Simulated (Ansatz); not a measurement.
Relaxation of the outer planes of the (100) surface of zinc-blende GaSb in its 1x1 cell (cut with top plane Sb, bottom plane Sb), relaxed from an ideal cut (the real face may reconstruct), outermost plane spacing 1.55 Å in the ideal cut (one of several cuts of this face), with 1 Sb a cell over the bulk's ratio.

Computed with PBE (plane waves to 420 eV, PAW; Ansatz, an electronic-structure program).

Slab: 9 atoms, Ga4Sb5, 12.4 Å thick at the start; k 6x6x1, smearing 0.025 eV, dipole-corrected; all atoms relaxed; held to the start's symmetry, so lower structures may exist; spin-polarised from one start with parallel moments (other orders not tried), no spin-orbit, no U. The slab shows no gap on its mesh. The starting moment vanished.

```json
[
 {"plane": "1", "atoms": "Sb", "bulk spacing to the next (Å)": "1.553", "relaxed spacing (Å)": "(withheld)", "change (%)": "(withheld)", "rumpling (Å)": "0.00"},
 {"plane": "2", "atoms": "Ga", "bulk spacing to the next (Å)": "1.553", "relaxed spacing (Å)": "1.581", "change (%)": "1.8", "rumpling (Å)": "0.00"}
]
```

**Question.** Fill in the missing entries.

**Answer.** 
- 1, relaxed spacing (Å): 1.527
- 1, change (%): -1.7
